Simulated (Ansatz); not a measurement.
# SmPt₂ (Fd-3m, No. 227)

Method: r²SCAN (PAW; Ansatz, a quantum-chemistry and plane-wave program).

Numerical settings: plane-wave cutoff 560 eV, 12×12×12 k mesh, Fermi–Dirac smearing 0.05 eV, spin-polarised with parallel moments, scalar-relativistic PAW data made under PBE.

Cell: relaxed at this level.

```json
{
 "equilibrium_lattice_constant_a": "7.751 Å",
 "bulk modulus B0": "148 GPa"
}
```

Note: the magnetic order was assumed, not searched for or taken from measurement; the 4f shell is treated without U or exact exchange, so its levels and filling can be wrong; the bulk modulus is −V dP/dV from two relaxed cells at ±2 % in volume.

Spin–orbit coupling is not included.

Computed values are for the static lattice.

The result took roughly 11 core-minutes.
